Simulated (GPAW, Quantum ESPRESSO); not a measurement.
A GPAW input for a self-consistent single point of MgCu₄Sn (F-43m, 6 atoms in the cell) (DFT PBEsol, plane waves, GPAW PAW datasets PBEsol (made by gpaw-setup)):

```python
from ase import Atoms
from ase.units import GPa
from gpaw import GPAW, PW, FermiDirac

atoms = Atoms(['Mg', 'Cu', 'Cu', 'Cu', 'Cu', 'Sn'],
              cell=[[0.000000, 3.450376, 3.450376],
                    [3.450376, 0.000000, 3.450376],
                    [3.450376, 3.450376, 0.000000]],
              scaled_positions=[[0.750000, 0.750000, 0.750000],
                                [0.873500, 0.375500, 0.375500],
                                [0.375500, 0.375500, 0.873500],
                                [0.375500, 0.873500, 0.375500],
                                [0.375500, 0.375500, 0.375500],
                                [0.000000, 0.000000, 0.000000]],
              pbc=True)

calc = GPAW(mode=PW(850),
            xc='PBEsol',
            kpts=(9, 9, 9),
            occupations=FermiDirac(0.1),
            nbands=-10,
            convergence={'density': 1e-05},
            symmetry={'symmorphic': False, 'tolerance': 0.0005},
            maxiter=150)

atoms.calc = calc

energy = atoms.get_potential_energy()
print('Energy (eV):', round(energy, 6))
forces = atoms.get_forces()
print('Forces (eV/Ang):')
print(forces.round(5))
stress = atoms.get_stress()
print('Stress (GPa, Voigt):', (stress / GPa).round(4))
```

Task: Write the same calculation as an input for Quantum ESPRESSO.

Result: One input that does it (others would too):

```fortran
&CONTROL
  calculation = 'scf',
  prefix = 'mgcu4sn',
  outdir = './tmp/',
  pseudo_dir = './',
  verbosity = 'high',
  tprnfor = .true.,
  tstress = .true.,
/
&SYSTEM
  ibrav = 0,
  nat = 6,
  ntyp = 3,
  ecutwfc = 50,
  ecutrho = 400,
  occupations = 'smearing',
  smearing = 'fd',
  degauss = 0.0073499,
/
&ELECTRONS
  conv_thr = 1.0d-10,
  mixing_beta = 0.7,
/
ATOMIC_SPECIES
Mg    24.3050  mg_pbesol_v1.4.uspp.F.UPF
Cu    63.5460  cu_pbesol_v1.2.uspp.F.UPF
Sn   118.7100  sn_pbesol_v1.4.uspp.F.UPF
ATOMIC_POSITIONS {angstrom}
Mg    5.1755640000    5.1755640000    5.1755640000
Cu    2.5912323760    4.3095196240    4.3095196240
Cu    4.3095196240    4.3095196240    2.5912323760
Cu    4.3095196240    2.5912323760    4.3095196240
Cu    2.5912323760    2.5912323760    2.5912323760
Sn    0.0000000000    0.0000000000    0.0000000000
K_POINTS {automatic}
9 9 9  0 0 0
CELL_PARAMETERS {angstrom}
   0.0000000000     3.4503760000     3.4503760000
   3.4503760000     0.0000000000     3.4503760000
   3.4503760000     3.4503760000     0.0000000000
```

Basis, cutoffs, solver keys and any potentials are the target program's own. This input uses DFT, PBEsol, plane waves, GBRV 1.5 ultrasoft (PBESOL) pseudopotentials.

The starting cell comes from a database of computed structures (which also holds hypothetical and non-ambient phases and stackings), without a prior relaxation at this level. Its lattice was rescaled by a random factor within 2.5 % of one.
